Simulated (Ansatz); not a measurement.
## Ansatz run on YSF (P4/nmm, 6 atoms in the cell): self-consistent single point

Computed with LDA (PW92), default PAW files made with PBE (plane waves; Ansatz, a first-principles code).

This input was run:

Ansatz 0.2 input:
```yaml
# YSF
crystal:
  lattice:
    - [3.791855, 0.000000, 0.000000]
    - [0.000000, 3.791855, 0.000000]
    - [0.000000, 0.000000, 6.860803]
  atoms:
    - { symbol: Y, position: [0.000000, 0.500000, 0.227230] }
    - { symbol: Y, position: [0.500000, 0.000000, 0.772770] }
    - { symbol: S, position: [0.000000, 0.500000, 0.645570] }
    - { symbol: S, position: [0.500000, 0.000000, 0.354430] }
    - { symbol: F, position: [0.000000, 0.000000, 0.000000] }
    - { symbol: F, position: [0.500000, 0.500000, 0.000000] }
basis:
  ecutwfc: 30.9 Ry
kpoints:
  mp_grid: { grid: [7, 7, 4] }
hamiltonian:
  xc: lda
  pseudopotentials: { kind: paw }
scf:
  occupations: { method: fixed }
output:
  forces: true
  eigenvalues: true
  stress: true
```

Output (repeated stretches shortened):

```
WARN ansatz: RAYON_NUM_THREADS=1 ignored (pool sized by the plan → 1); use --threads N
Pseudopotentials: kind: paw
Pseudopotential: Y, paw, valence charge 11
Pseudopotential: S, paw, valence charge 6
Pseudopotential: F, paw, valence charge 7
Crystal: 6 atoms, lattice volume = 98.646 Å³
Basis set: ecut = 420.4159175005146 eV, 1935 PW (Γ)
Bands: 30, of which v1, the nominal top of the filled ones, is band 24 counted from 1 (23 counted from 0)
Symmetry: 16 space group operations
Space group: P4/nmm (ITA 129), of the structure as read, at distance tolerance 4.6e-5 Å
k-points: 30 of 196
PAW frozen core: Y, regenerated for the run's functional, and the local potential with it
PAW frozen core: S, regenerated for the run's functional, and the local potential with it
PAW frozen core: F, regenerated for the run's functional, and the local potential with it
Initial density: superposition of atomic densities (neutral atoms: chi_scale 0, normalization atom), corrected by the library's trained network
Initial wavefunctions: pseudopotential atomic-orbital guess
Eigensolver: davidson
Functional: x = slater, c = lda
SCF iter   1: F=—  HF=-10830.864797 eV  |F-HF|=—  |Δ(HF+E_count)|=         —  Δρ=1.46e-2  dr2=1.69e-1  ethr=1.77e-3  ⟨swp⟩=5.0  Hψ=3461  notcnv=0  defer=100
all-band conjugate gradients solve this SCF's bands
preconditioner: auto → Resta (q_TF=auto, 2.420 Å⁻¹)
SCF iter   2: F=—  HF=-10830.822854 eV  |F-HF|=—  |Δ(HF+E_count)|=   4.19e-2  Δρ=5.03e-3  dr2=1.21e-2  ethr=3.52e-4  ⟨swp⟩=2.0  Hψ=1845  notcnv=0  defer=118
SCF iter   3: F=—  HF=-10830.820318 eV  |F-HF|=—  |Δ(HF+E_count)|=   2.54e-3  Δρ=2.14e-3  dr2=2.68e-3  ethr=2.52e-5  ⟨swp⟩=2.0  Hψ=1298  notcnv=0  defer=120
SCF iter   4: F=—  HF=-10830.819930 eV  |F-HF|=—  |Δ(HF+E_count)|=   3.88e-4  Δρ=9.85e-4  dr2=9.52e-4  ethr=5.58e-6  ⟨swp⟩=1.0  Hψ=850  notcnv=0  defer=119
SCF iter   5: F=—  HF=-10830.819738 eV  |F-HF|=—  |Δ(HF+E_count)|=   1.92e-4  Δρ=2.11e-4  dr2=4.91e-5  ethr=1.98e-6  ⟨swp⟩=2.0  Hψ=1029  notcnv=0  defer=97
SCF iter   6: F=—  HF=-10830.819733 eV  |F-HF|=—  |Δ(HF+E_count)|=   4.47e-6  Δρ=2.26e-5  dr2=8.01e-7  ethr=1.02e-7  ⟨swp⟩=2.0  Hψ=1032  notcnv=0  defer=53
SCF iter   7: F=-10830.819733 eV  HF=-10830.819733 eV  |F-HF|=3.70e-9  |Δ(HF+E_count)|=   3.92e-8  Δρ=3.20e-6  dr2=8.35e-9  ethr=2.08e-10  ⟨swp⟩=10.2  Hψ=4390  notcnv=0
SCF 1 converged in 7 iterations: F = -10830.819733 eV  dr2 = 8.35e-9
SCF converged after 7 iterations
Free energy (F): -10830.819733 eV
Harris-Foulkes:  -10830.819733 eV  (|F-HF|=3.70e-9)
Internal energy: -10830.819733 eV  (E = F + TS)
E sigma→0 (E₀):  -10830.819733 eV
Fermi energy:    9.140845 eV
--- Per-component energies (eV) ---
  E_band       = -218.702088
  E_kinetic    = 1235.088185
  E_local      = -2579.531422  (includes V_loc(G=0)·N_el)
  E_nonlocal   = 316.191818
  E_hartree    = 922.940860
  E_xc         = -695.443062
  E_vxc        = -779.075612  (∫ρ·V_xc dr)
  E_paw        = -6960.670280  (= ΣΔE_a)
  E_vpaw       = -257.258885  (= ΣTr[D̂ρ^β])
  E_aug_tail   = 0.004055  (compensation charges beyond the density's cutoff)
  E_ewald      = -3070.591956
  E_core_change = 1.192070  (= ΣΔE_core)
  E_smearing   = -0.000000  (= −TS)
  E_closure    = -0.000000  (closes the sum)
  Σ components = -10830.819733   (vs F -10830.819733, Δ=0.00e0)
--- Forces (eV/Å), atoms counted from 1 ---
  atom   1  Y     -0.00000000     0.00000000    -0.18268522
  atom   2  Y      0.00000000     0.00000000     0.18268522
  atom   3  S      0.00000000     0.00000000    -0.04442818
  atom   4  S     -0.00000000     0.00000000     0.04442818
  atom   5  F     -0.00000000     0.00000000    -0.00000000
  atom   6  F      0.00000000     0.00000000     0.00000000
  max |Σ_I F_I| component: 5.42e-20 eV/Å
--- Stress (GPa, compression-positive) ---
       -7.807754       0.000000      -0.000000
        0.000000      -7.807754      -0.000000
       -0.000000      -0.000000      -7.755869
  P = ⅓ Tr σ = -7.7905 GPa (-77.905 kbar)
  The stress holds the Pulay correction. Without it, at fixed plane waves, as pw.x and ABINIT print it: P = -8.1233 GPa
--- Band table (eV; the first three rows and the last of 30) ---
  k-point 0: bands = ["-32.7331", "-32.7170", "-15.1370", "-13.9911", "-12.7160", "-12.7013", "-12.7013", "-12.6543", "-12.6543", "-12.1934", "-2.7943", "-1.9041", "2.7954", "2.7954", "3.1932", "3.3494", "4.5958", "4.5958", "6.2184", "7.5041", [...]
  k-point 1: bands = ["-32.7322", "-32.7179", "-15.1347", "-13.9911", "-12.7474", "-12.6980", "-12.6980", "-12.6576", "-12.6576", "-12.1613", "-2.8561", "-1.8162", "2.7976", "2.7976", "3.0844", "3.3459", "4.5844", "4.5844", "6.4141", "7.5477", [...]
  k-point 2: bands = ["-32.7312", "-32.7189", "-15.1325", "-13.9911", "-12.7759", "-12.6941", "-12.6941", "-12.6616", "-12.6616", "-12.1322", "-2.9097", "-1.7354", "2.7992", "2.7992", "2.9793", "3.3418", "4.5730", "4.5730", "6.6695", "7.5931", [...]
  k-point 29: bands = ["-32.6996", "-32.6989", "-14.8165", "-14.7674", "-12.8550", "-12.8464", "-12.7552", "-12.7505", "-12.2652", "-12.2409", "-1.9243", "-1.8704", "2.3524", "2.4694", "3.4957", "3.5188", "4.7035", "4.7982", "5.6984", "5.7017", [...]
```

The run converged in 7 iterations.

The starting cell comes from a database of computed structures (which also holds hypothetical and non-ambient phases and stackings), without a prior relaxation at this level. Its lattice was rescaled by up to half a per cent. With a pressure of about -8 GPa the cell is away from its equilibrium volume at this level. Ansatz's pressure includes its estimate of the finite-basis (Pulay) stress.
